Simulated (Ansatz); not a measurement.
Results of r²SCANh (plane waves, PAW; Ansatz, a quantum-chemistry and plane-wave program) for AlB2-type ZrB2.

Run with plane-wave cutoff 520 eV, 12×12×8 k mesh (along the axes of the cell as run), Fermi–Dirac smearing 0.05 eV, scalar-relativistic PAW data made under PBE.

Computed at the level's own relaxed cell.

Task: Estimate the lattice constant a and lattice parameter c that the calculation returns.

Result: 
* **lattice constant a**: 3.163 Å
* **lattice parameter c**: 3.544 Å

Measured, for comparison: lattice constant a 3.17 Å, lattice parameter c 3.532 Å (room temperature, not corrected to a static lattice; as tabulated in Zhang et al. (2020), arXiv:1911.03307). Computed (rounded) less measured: lattice constant a -0.2 %, lattice parameter c +0.3 %.

The computed numbers hold no vibrational or temperature effects.

Computing time: about 30 core-minutes (a rough figure).
